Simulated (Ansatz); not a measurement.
System: CsCl-type CoAl. Method: RPBE (Ansatz, a first-principles code, PAW).

Settings: plane-wave cutoff 520 eV, 20×20×20 k mesh, Fermi–Dirac smearing 0.05 eV, no spin polarisation, scalar-relativistic PAW data made under PBE.

Energies at three volumes about the minimum:

```tsv
V (Å³/atom)	E − E_lowest (meV/atom)
11.632	2.60
11.870	0.00
12.107	2.40
```

Q: Fit a parabola by hand: where is the minimum, what lattice constant follows, and what is the bulk modulus?

A: Slopes: (0.00 − 2.60)/(11.870 − 11.632) = -10.924 and (2.40 − 0.00)/(12.107 − 11.870) = 10.127 meV/Å³. Curvature E″ = 2 × (10.127 − (-10.924))/(12.107 − 11.632) = 88.636 meV/Å⁶. From the middle of the first interval, the slope vanishes at V0 = 11.7510 − (-10.924)/88.636 = 11.874 Å³/atom. B = V0 E″ = 11.874 × 88.636 meV/Å³ × 0.1602 GPa per meV/Å³ = 169 GPa. With 2 atoms in the cube, a = (2 × 11.874)^(1/3) = 2.874 Å. The full Birch–Murnaghan fit to all volumes gives V0 = 11.870 Å³/atom and B0 = 169 GPa.

Measured, for comparison: bulk modulus 162 GPa, lattice constant a 2.861 Å (room temperature, not corrected to a static lattice; as tabulated in Yamada et al. (2019), arXiv:1910.09660). Computed (rounded) less measured: bulk modulus +4 %. A static lattice is as a rule a little smaller and stiffer than an uncorrected measurement, which narrows the difference in the bulk modulus and would widen misses of the other sign.
